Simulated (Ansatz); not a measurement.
Response to strain in CdTe

The parent structure is CdTe (space group P3_121, No. 152; a = 4.524 Å, c = 10.262 Å; a cell from a computed database, its experimental status unchecked). Axes: x lies along a and z along c of the hexagonal cell.

Strains are applied to the cell and any free atomic positions relax; under biaxial strain the out-of-plane vector relaxes too.

Levels (all Ansatz, a program for electronic structure, PAW): PBEsol (420 eV, no SOC); r2SCAN (500 eV, no SOC); HSE06 (420 eV, no SOC).

Band gaps by level, all at the geometries relaxed with PBEsol:

| case | PBEsol | r2SCAN | HSE06 |
|---|---|---|---|
| base | 0.10 eV | 0.72 eV | 0.99 eV |
| biaxial strain −2.73 %, plane normal [001], relaxed out of plane | 0.30 eV | 0.91 eV | 1.16 eV |
| isotropic strain +4.96 % | zero | 0.28 eV | – |
| tensor shear ε_yz = +2.40 % | 0.11 eV | 0.73 eV | 1.00 eV |

Single points use the geometry relaxed with PBEsol. The hybrid gap comes from the SCF mesh plus the semilocal run's edge points and a few special points and is an upper bound. The mesh was chosen for an insulator and is coarse for the gapless case. Spin-orbit coupling, missing from the scalar runs, can matter with Te. Whether these cells are dynamically stable was not tested. All final runs are without spin polarisation. This is not the structure that CdTe has at room temperature and ambient pressure. The zero or small gap of CdTe can change with the level of theory.
